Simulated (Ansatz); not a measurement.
An Ansatz (an electronic-structure program) input (Ansatz, PBEsol, PAW, cutoff 420 eV, without spin-orbit coupling):

Ansatz 0.2 input:
```yaml
crystal:
  lattice:
    - [0, 2.9489220773, 2.9489220773]
    - [2.9489220773, 0, 2.9489220773]
    - [2.9489220773, 2.9489220773, 0]
  atoms:
    - { symbol: Ca, position: [0, 0, 0] }
    - { symbol: Se, position: [0.5, 0.5, 0.5] }
basis: { ecutwfc: 420, ecutrho_ratio: 4, xc_grid: 2, fft_grid_basis: typed }
kpoints: { mp_grid: { grid: [10, 10, 10] } }
hamiltonian:
  xc: pbesol
  dispersion: none
  pseudopotentials: { kind: paw }
scf: { occupations: { method: fermi_dirac, width: 0.05 }, convergence: { dr2_threshold: 0.0000000002 } }
relax: { f_tol: 0.005, max_steps: 50 }
output: { forces: true, stress: true }
checkpoint: { write: state.ck, write_every: 1000 }
```

**Question.** Which symmetry and how many k-points will the program report, and about how many plane waves at Γ?

**Answer.** Space group Fm-3m (ITA 225) with 48 operations, k-points 47 of 1000, and 965 plane waves at Γ.

**Question.** And the final pressure?

**Answer.** -0.76 GPa (compression positive).

The cells carry an imposed strain or load. Stability against distortions was not tested. The cell was made from CaSe in the rock salt structure (space group Fm-3m, No. 225) by this change: isotropic strain +0.50 %.
